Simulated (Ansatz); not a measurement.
A one-dimensional La body, 1 atoms a period, stretched and compressed along its axis from its relaxed period of 2.956 Å, atoms relaxed at each length.

```xyz
1
Lattice="11.0000 0.0000 0.0000 0.0000 11.0000 0.0000 0.0000 0.0000 2.9562" Properties=species:S:1:pos:R:3 pbc="T T T"
La     5.5000     5.5000     0.0000
```

Method: PBE (plane waves to 420 eV, PAW; Ansatz, a program for electronic structure). Mesh 1×1×90. No spin polarisation. Periodic along z alone, with about 11 Å of vacuum beside it. A hypothetical model. Symmetry and one short period hold its shape; lower forms weren't sought. Pairing along the axis, which can open a gap, is among the distortions not tried. Buckling under compression is shut out by symmetry and the short period. Energies are free energies at a Fermi–Dirac width of 0.02 eV, from the unstrained cell.

```json
[
 {"strain (%)": "-3.0", "energy (meV a period)": "…", "axial force (nN)": "…"},
 {"strain (%)": "-1.5", "energy (meV a period)": "+4", "axial force (nN)": "-0.27"},
 {"strain (%)": "0.0", "energy (meV a period)": "0", "axial force (nN)": "0.00"},
 {"strain (%)": "+1.5", "energy (meV a period)": "+4", "axial force (nN)": "+0.26"},
 {"strain (%)": "+3.0", "energy (meV a period)": "…", "axial force (nN)": "…"}
]
```

Problem. Complete the blanks.

Solution. 
- -3.0, energy (meV a period): +16
- -3.0, axial force (nN): -0.63
- +3.0, energy (meV a period): +14
- +3.0, axial force (nN): +0.47
